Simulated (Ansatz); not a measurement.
F on the 1x1 (0001) surface of hcp Co, ferromagnetic, one in a 2x2 cell, energies for each (21.5 Å²). Energies are against ½ F2(g), without zero-point or thermal terms; each row is named by its start.

Computed with PBE (plane waves to 420 eV, PAW; Ansatz, a first-principles code).

Q: Which site binds most strongly?
(A) hollow Co-Co-Co over Co at depth 2.0 Å
(B) top Co
(C) hollow Co-Co-Co

A: A, hollow Co-Co-Co over Co at depth 2.0 Å. Adsorption energies: hollow Co-Co-Co over Co at depth 2.0 Å -3.07 eV; hollow Co-Co-Co -2.99 eV; top Co -2.62 eV.
